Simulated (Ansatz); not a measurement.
Ru: strain along the normal

Ru (hcp, P6_3/mmc, 13.499 Å³/atom at rest, c along z) under an equal strain ε in the (0001) plane with the normal axis free, as in a coherent film. r2SCAN in Ansatz, a plane-wave DFT program (PAW, default set), 500 eV, 24×24×14 Γ-centred mesh, Fermi-Dirac smearing 0.10 eV; ions are relaxed within the symmetry of each cell.

Here s stands for strain and y for normal strain.

| strain (%) | normal strain (%) |
|---|---|
| -1.50 | 0.82 |
| -1.00 | 0.55 |
| -0.50 | 0.27 |
| 0.00 | 0.00 |
| 0.50 | -0.27 |
| 1.00 | -0.54 |
| 1.50 | -0.82 |
| 3.00 | ? |

Fit y of the 7 rows that show it with a straight line. Means: s 0, y 0.001. About the means, the sum of products is -3.8200 and the sum of squares of s is 7.0000; the slope is their ratio. Least squares gives y = 0.001 - 0.5457·s. Residuals (row less fit): 0.000, 0.003, -0.004, -0.001, 0.002, 0.005, -0.002; standard error 0.003 (degrees of freedom: 5). The slope, -0.55 ± 0.00, is the elastic response of the normal axis, −2C13/C33.

Question: Predict the withheld y at s = 3.00 from the fit, and compare with the calculation.

Answer: y = 0.001 - 0.5457 × 3.0 = -1.636%. The calculation gives -1.64%, which the fit meets to the printed digits. The row lies outside the fitted rows, so this is an extrapolation. The fitted rows scatter only by rounding.

In a metal these values are sensitive to mesh and smearing; energies are taken to zero smearing, stresses follow the free energy. Rows are the converged runs of the series near zero and its far end; series whose fitted rows scatter by over a few per cent of the range, as at a crossing or softening among them, aren't shown in this form. Most that stay on the fit to the last digits aren't either.
